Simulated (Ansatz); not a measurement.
**Effect of Cu → Co on Cu3N**

Consider Cu$_{3}$N (space group Pm-3m, No. 221; a = 3.7649 Å).

The change: full substitution Cu → Co; the structure is relaxed again.

Calculations: PBEsol/PAW in Ansatz (an electronic-structure program), no spin-orbit coupling. Settings: 13×13×13 k-points, 0.05 eV Fermi–Dirac smearing, for the changed cell.

```csv
quantity,base,changed,shift
volume per atom,13.34 Å³,11.78 Å³,-1.56 Å³
density,6.37 g/cm³,6.72 g/cm³,+0.356 g/cm³
lattice parameter a,3.765 Å,3.612 Å,-0.153 Å
space group,Pm-3m (No. 221),Pm-3m (No. 221),–
band gap,zero,zero,–
magnetic state,not spin-polarised,ferromagnetic,–
largest site moment,0.00 μB,0.94 μB,+0.94 μB
```

Final structure:

```xyz
4
Lattice="3.6119 0.0000 0.0000 0.0000 3.6119 0.0000 0.0000 0.0000 3.6119" Properties=species:S:1:pos:R:3 pbc="T T T"
N      0.0000     0.0000     0.0000
Co     1.8059     0.0000     0.0000
Co     0.0000     0.0000     1.8059
Co     0.0000     1.8059     0.0000
```

Cost of the whole job for the changed cell (relaxation, final SCF and bands): very roughly 2.0 core-minutes.

The magnetic state is the one reached from the starting moments; the real material's order can differ, and small cells can't hold many antiferromagnetic ones. Whether these cells are dynamically stable was not tested. As relaxed here, Co3N is a hypothetical phase, not in the database extracts checked. Spin-polarised in the final run: Co3N; the other runs are not. Gaps under 0.05 eV, about the width of the smearing, are given as zero. A zero or small gap of Cu3N can be the functional's error rather than a property of the material.
